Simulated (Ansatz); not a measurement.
Mg on the 1x1 (110) surface of bcc W, one in a 2x2 cell, energies for each (28.7 Å²). Energies are against an atom of hcp Mg, without zero-point or thermal terms; each row is named by its start.

The numbers are results of PBE (plane waves to 420 eV, PAW; Ansatz, an electronic-structure program), not measurements.

Slab: 17 atoms, 6.6 Å thick at the start under the adsorbate (thin: gaps and levels are the slab's own); k 6x6x1, smearing 0.1 eV, dipole-corrected; 8 atoms held, the rest relaxed; each run with such symmetry as its start has; no spin, no spin-orbit, no U, no dispersion correction.

A negative adsorption energy means that the adsorbate is more stable on the surface than in its reference. Starts that drift may end in the same place. Heights count from the host atoms within 0.3 Å of the top one.

| starting site | E_ads (eV) | height (Å) | nearest host atom (Å) | bonded to | Δ work function (eV) | lateral drift (Å) |
|---|---|---|---|---|---|---|
| top W | 0.10 | 2.60 | W 2.63 | W | [?] | 0.0 |
| hollow W-W-W | -0.38 | 2.24 | W 2.79 | 4 W | -1.77 | 0.6 |
| bridge W-W (span 2.8 Å) | [?] | [?] | W 2.79 | 2 W | [?] | 0.0 |
| bridge W-W (span 3.2 Å) | -0.38 | 2.24 | W 2.79 | 4 W | -1.77 | 0.0 |

Q: Some entries are withheld; supply them.

A: 
- top W, Δ work function (eV): -1.86
- bridge W-W (span 2.8 Å), E_ads (eV): -0.14
- bridge W-W (span 2.8 Å), height (Å): 2.41
- bridge W-W (span 2.8 Å), Δ work function (eV): -1.82
